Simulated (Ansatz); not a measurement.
Start from GaCuSe2 in the chalcopyrite structure (space group I-42d, No. 122; a = 5.6720 Å, c = 11.2632 Å). Axes: x, y, z lie along a, b, c of the conventional cell.

The values are results of plane-wave PAW DFT at the PBE level (Ansatz, an electronic-structure program, 420 eV), scalar-relativistic without spin-orbit coupling, earlier PAW set, not measurements.

Before the change:

- Pressure = 0.0 GPa
- Shortest interatomic distance = 2.430 Å

The change: biaxial strain +1.06 %, plane normal [001], relaxed out of plane (Cartesian); in-plane vectors clamped, the third vector and the atoms free.

**Question.** Estimate the effect on the energy relative to the base, pressure and shortest interatomic distance.

**Answer.** The energy rises by 1.2 meV/atom; the pressure (mean of the normal stresses, compression positive) goes from zero to -0.5 GPa; the shortest interatomic distance goes up by 0.010 Å (2.430 Å → 2.440 Å).

Stability against distortions was not tested. The final runs are not spin-polarised.
